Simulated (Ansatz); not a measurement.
System: BaAl4 (I4/mmm, No. 139). Method: PBEsol+SOC in Ansatz (PAW).

Settings: plane-wave cutoff 520 eV, 18×18×18 k mesh, Fermi–Dirac smearing 0.05 eV, PAW data made under PBE.

Properties against volume:

Shape and atoms are relaxed at each volume.

```csv
V (Å³/atom),P (GPa),c (Å),a (Å)
21.989,2.45,11.132,4.444
22.447,1.16,11.187,4.479
22.905,0.00,11.242,4.514
23.363,-1.05,11.300,4.547
23.821,-1.99,11.357,4.580
```

Note: the bulk modulus comes from volumes at which shape and atoms were relaxed.

Ansatz is a program for electronic structure.
